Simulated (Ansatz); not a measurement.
The structure below was relaxed with PBEsol (Ansatz, a first-principles code, PAW, no SOC), at pressure 0.3 GPa.

Space group R-3, hexagonal axes (No. 148); a = b = 9.0750 Å, c = 11.4382 Å, α = β = 90.00°, γ = 120.00°

```json
[
 {"atom": "Mo", "site": "18f", "symmetry": "1", "x": "0.0150", "y": "0.1774", "z": "0.4006"},
 {"atom": "Pb", "site": "3a", "symmetry": "-3.", "x": "0.0000", "y": "0.0000", "z": "0.0000"},
 {"atom": "S", "site": "18f", "symmetry": "1", "x": "0.0078", "y": "0.3745", "z": "0.2492"},
 {"atom": "S", "site": "6c", "symmetry": "3.", "x": "0.0000", "y": "0.0000", "z": "0.2434"}
]
```

Problem. Write out a cell with all atoms.

Solution. 
```cif
data_Mo18Pb3S24
_chemical_formula_sum 'Mo18 Pb3 S24'
_space_group_name_H-M_alt 'P 1'
_space_group_IT_number 1
_cell_length_a 9.07502
_cell_length_b 9.07502
_cell_length_c 11.43815
_cell_angle_alpha 90.000
_cell_angle_beta 90.000
_cell_angle_gamma 120.000
loop_
_space_group_symop_operation_xyz
  'x, y, z'
loop_
_atom_site_label
_atom_site_type_symbol
_atom_site_fract_x
_atom_site_fract_y
_atom_site_fract_z
_atom_site_occupancy
Mo1 Mo 0.51072 0.82909 0.26607 1
Mo2 Mo 0.15594 0.50424 0.06727 1
Mo3 Mo 0.17091 0.68163 0.26607 1
Mo4 Mo 0.49576 0.65170 0.06727 1
Mo5 Mo 0.31837 0.48928 0.26607 1
Mo6 Mo 0.34830 0.84406 0.06727 1
Pb1 Pb 0.00000 0.00000 0.00000 1
S1 S 0.04113 0.69998 0.08410 1
S2 S 0.62554 0.63335 0.24924 1
S3 S 0.30002 0.34115 0.08410 1
S4 S 0.36665 0.99218 0.24924 1
S5 S 0.65885 0.95887 0.08410 1
S6 S 0.00782 0.37446 0.24924 1
S7 S 0.33333 0.66667 0.42323 1
S8 S 0.33333 0.66667 0.91011 1
Mo7 Mo 0.17739 0.16243 0.59940 1
Mo8 Mo 0.82261 0.83757 0.40060 1
Mo9 Mo 0.83757 0.01496 0.59940 1
Mo10 Mo 0.16243 0.98504 0.40060 1
Mo11 Mo 0.98504 0.82261 0.59940 1
Mo12 Mo 0.01496 0.17739 0.40060 1
Pb2 Pb 0.66667 0.33333 0.33333 1
S9 S 0.70779 0.03331 0.41743 1
S10 S 0.29221 0.96669 0.58257 1
S11 S 0.96669 0.67448 0.41743 1
S12 S 0.03331 0.32552 0.58257 1
S13 S 0.32552 0.29221 0.41743 1
S14 S 0.67448 0.70779 0.58257 1
S15 S 0.00000 0.00000 0.75656 1
S16 S 0.00000 0.00000 0.24344 1
Mo13 Mo 0.84406 0.49576 0.93273 1
Mo14 Mo 0.48928 0.17091 0.73393 1
Mo15 Mo 0.50424 0.34830 0.93273 1
Mo16 Mo 0.82909 0.31837 0.73393 1
Mo17 Mo 0.65170 0.15594 0.93273 1
Mo18 Mo 0.68163 0.51072 0.73393 1
Pb3 Pb 0.33333 0.66667 0.66667 1
S17 S 0.37446 0.36665 0.75076 1
S18 S 0.95887 0.30002 0.91590 1
S19 S 0.63335 0.00782 0.75076 1
S20 S 0.69998 0.65885 0.91590 1
S21 S 0.99218 0.62554 0.75076 1
S22 S 0.34115 0.04113 0.91590 1
S23 S 0.66667 0.33333 0.08989 1
S24 S 0.66667 0.33333 0.57677 1
```
This is the conventional cell.

Load acts through the strain it causes; cell and atoms are relaxed under it. Whether these cells are dynamically stable was not tested. All final runs are without spin polarisation. The cell was made from Mo6PbS8 (space group R-3, No. 148) by this change: pressure 0.3 GPa.
